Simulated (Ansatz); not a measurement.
## Effective masses and thermopower of BN (Fmm2)

```
BN
1.0
    0.00000     3.33180     2.16205
    1.25004     0.00000     2.16205
    1.25004     3.33180     0.00000
B N
1 1
Cartesian
  1.25004   3.33180   0.00047
  1.25004   3.33180   2.88241
```

Calculation: r2SCAN+D4, rigid bands (plane waves, PAW, scalar-relativistic; Ansatz, an electronic-structure program). How the cell was made: cell and atoms relaxed with r2SCAN+d4.

```yaml
band_gap: 4.01 eV
electron conductivity mass (300 K, dilute): 2.3 (x), 0.75 (y), 0.22 (z) mₑ
hole conductivity mass (300 K, dilute): 0.81 (x), 2.1 (y), 0.68 (z) mₑ
effective density of states N_c (300 K): 1.5e19 cm⁻³
effective density of states N_v (300 K): 5.4e19 cm⁻³
density_of_states_mass_electrons: 0.71 mₑ
density_of_states_mass_holes: 1.68 mₑ
Seebeck coefficient, n-type 1e19 cm⁻³, 300 K: -256 μV/K
best n-type power factor at 300 K for τ = 10 fs (best axis; densities from 1e16 to 1e21 cm⁻³ tried, whether or not they can be reached): 11.4 μW/(cm·K²) at 1e20 cm⁻³
Seebeck coefficient, p-type 1e19 cm⁻³, 300 K: 365 μV/K
best p-type power factor at 300 K for τ = 10 fs (best axis; densities from 1e16 to 1e21 cm⁻³ tried, whether or not they can be reached): 14.6 μW/(cm·K²) at 3e20 cm⁻³
```

Rigid bands; masses and Seebeck coefficients take one relaxation time τ for all states and one kind of carrier; polarons and phonon drag are left out. Spin-orbit coupling is left out. Geometry: cell and atoms relaxed with r2SCAN+D4.

Computed structure with no diffraction record at hand here (it may be known, metastable or hypothetical): BN (Fmm2).
